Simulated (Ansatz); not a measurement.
The starting structures come from a database of crystals and need not be the phases stable at ambient conditions.

 Where the default PAW files enter, the runs use the earlier of Ansatz's two default sets.

Inside the gap of an insulator the Bloch states are evanescent, with a wavenumber k + iκ along the transport direction.

Consider the following.

```
CELL_PARAMETERS angstrom
      5.51729     0.00000     0.00000
      2.75864     5.34605     0.00000
      2.75865     1.42350     4.56114
ATOMIC_POSITIONS crystal
  Ca 0.63772 0.08684 0.63772
  Ca 0.36228 0.91316 0.36228
  Sn 0.84576 0.46271 0.84576
  Sn 0.15424 0.53729 0.15424
  O  0.20696 0.27197 0.96474
  O  0.79304 0.72803 0.03526
  O  0.55633 0.27197 0.20696
  O  0.44367 0.72803 0.79304
  O  0.96474 0.27197 0.55633
  O  0.03526 0.72803 0.44367
```

Space group of this cell: R-3. The cell is taken as given; by PBEsol its mean pressure is -0.9 GPa.

Transport runs along the normal of the first two printed cell vectors, the (101) plane of the conventional cell.

The gap is the functional's own, uncorrected, and κ follows it; spin-orbit coupling is left out. Mid-gap values are interpolated between the computed energies.

Problem. Compute, with PBEsol run with Ansatz (a program for electronic structure), the band gap and the smallest decay constant κ at mid-gap.

Solution. Gap 3.05 eV on a 8×8×8 mesh; κ = 0.279 1/Å, at the zone centre.
